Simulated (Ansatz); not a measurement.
The reference is TaGe$_{2}$ in the fluorite structure (space group Fm-3m, No. 225; a = 6.274 Å; a hypothetical phase, not in the database extracts checked).

The other end (x = 1) is TaC2 in the fluorite structure (space group Fm-3m, No. 225; a hypothetical phase, not in the database extracts checked): 11.41 Å³/atom, gap zero; this end may not be an ambient phase.

Method: PBE (Ansatz, a quantum-chemistry and plane-wave program), no spin-orbit coupling.

C replaces a fraction x of Ge; each row is one arrangement (x, atoms in the cell, starting space group or random), fully relaxed.

One change was made to it. Results:

```tsv
quantity	base	after
mixing energy (to 0.01 eV only: unlike meshes or grids) (against an end that may be hypothetical)	–	-0.46 eV/atom
deviation of the volume from the linear (Vegard-type) interpolation	–	-7.4 %
shortest interatomic distance	2.717 Å	2.020 Å
```

**Question.** Which of these changes matches the shifts?
(A) x(C) = 0.125, 12 atoms, Pmm2
(B) x(C) = 0.5, 12 atoms, Amm2
(C) x(C) = 0.25, 6 atoms, P-4m2

**Answer.** A, x(C) = 0.125, 12 atoms, Pmm2. For comparison, the mixing energy in the other runs: x(C) = 0.25, 6 atoms, P-4m2 gives +0.04 eV/atom; x(C) = 0.5, 12 atoms, Amm2 gives -0.77 eV/atom.

These are small ordered cells, not random alloys; other orderings at the same x differ. Spin-orbit coupling, missing from the scalar runs, can matter with Ta. Whether these cells are dynamically stable was not tested. All final runs are without spin polarisation. An odd electron count without spin: TaGe2 and TaC2. TaGe2, TaC2 and Ta2Ge3C have a high density of states at the Fermi level and may be magnetic at this level. Under x(C) = 0.125, 12 atoms, Pmm2, x(C) = 0.25, 6 atoms, P-4m2 and x(C) = 0.5, 12 atoms, Amm2 the cell changed shape so far that it is another structure.
